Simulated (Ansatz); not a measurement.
SnSe: carrier doping

Consider SnSe (space group Pnma, No. 62; a = 11.492 Å, b = 4.169 Å, c = 4.385 Å; layered, stacked along the Cartesian x axis).

Carriers are added at fixed cell with a uniform background; the Fermi–Dirac width is that of 300 K.

Levels (all Ansatz, a first-principles code, PAW, earlier PAW set): PBE-D3(BJ) (420 eV, spin-orbit coupling left out); PBEsol-D3(BJ) (420 eV, spin-orbit coupling left out).

The base cell above is that of PBE-D3(BJ); each level relaxes its own structures.

```csv
case,"largest internal atomic displacement, PBE-D3(BJ)","largest internal atomic displacement, PBEsol-D3(BJ)"
electrons 3.0×10^21 cm⁻³,0.055 Å,0.096 Å
holes 2.0×10^21 cm⁻³,0.080 Å,?
holes 3.0×10^21 cm⁻³,0.160 Å,?
```

Problem. What belongs in the blanks?

Solution. 
- holes 2.0×10^21 cm⁻³, largest internal atomic displacement, PBEsol-D3(BJ): 0.050 Å
- holes 3.0×10^21 cm⁻³, largest internal atomic displacement, PBEsol-D3(BJ): 0.084 Å

The two levels differ by at most about 0.076 Å. They disagree on the order of holes 2.0×10^21 cm⁻³ and electrons 3.0×10^21 cm⁻³ and of 1 more pair.

Charged cell with a jellium background: band edges are those of the host's band count, energies are not comparable with the neutral cell, and many-body gap narrowing is missing. Stability against distortions was not tested. The D3 term's C6 switches between coordination references near this geometry, which can add small steps to energies.
